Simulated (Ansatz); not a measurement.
Partial pair distribution functions of a relaxed model of amorphous Ti22O40, broadened by 0.06 Å; density 3.75 g/cm³. Level of theory: PBE, scalar-relativistic without spin-orbit coupling (plane waves to 420 eV, PAW; Ansatz, a first-principles code). The usual formal charges leave 8 electrons over, so the level spacing at the Fermi energy parts defect or band states and needn't be the band gap. In the spin-polarised cell the level spacing at the Fermi energy can part levels of unlike spin.

Preparation: random packing, a CHGNet melt and quench, and a DFT relaxation. O atoms were pushed apart under 1.9 Å during the dynamics, to hinder bonds among them. The hot cell started wider than the set density and was brought back towards it in steps. It is the lowest in DFT energy of 2 quenches. It is a model cell: composition and starting density were chosen by hand, and all elements were melted together. No dispersion term was used. Its density started from a set value of 3.69 and ended at 3.75 g/cm³. The simulated quench (nominally 300 K/ps over its main leg) is rapid and tends to freeze in more defects than a deposited or slowly cooled glass has. Values belong to this one cell and scatter from quench to quench. The volume was free in the relaxation, at fixed shape. Stress components on the final sampling reach 1.6 GPa. On a 2×2×2 Γ-centred mesh force components of up to 0.27 eV/Å stay, since the relaxation ran on the zone centre alone.

```
r (Å)  g Ti-O  g Ti-Ti  g O-O
-----  ------  -------  -----
1.60     0.02     0.00   0.00
1.70     0.47     0.00   0.00
1.80     2.85     0.00   0.00
1.90     5.76     0.00   0.00
2.00     6.26     0.00   0.00
2.10     3.85     0.00   0.00
2.20     1.21     0.00   0.00
2.30     0.33     0.00   0.03
2.40     0.10     0.00   0.38
2.50     0.15     0.00   1.63
2.60     0.12     0.03   2.48
2.70     0.16     0.60   2.52
2.80     0.16     1.33   2.69
2.90     0.05     1.22   2.21
3.00     0.12     2.18   1.93
3.10     0.21     2.03   1.33
3.20     0.40     1.98   1.05
3.30     0.57     1.95   0.97
3.40     0.57     1.72   0.79
3.50     0.85     1.84   0.66
3.60     0.95     1.57   0.65
3.70     0.99     1.77   0.77
3.80     1.24     1.43   0.91
3.90     1.54     0.73   0.93
4.00     1.47     0.51   0.97
4.10     1.35     0.61   0.83
4.20     1.34     0.33   0.45
4.30     1.45     0.19   0.42
4.40     1.56     0.33   0.50
4.50     1.51     0.57   0.62
```

Within 2.38 Å each Ti has 5.45 O neighbours on average.
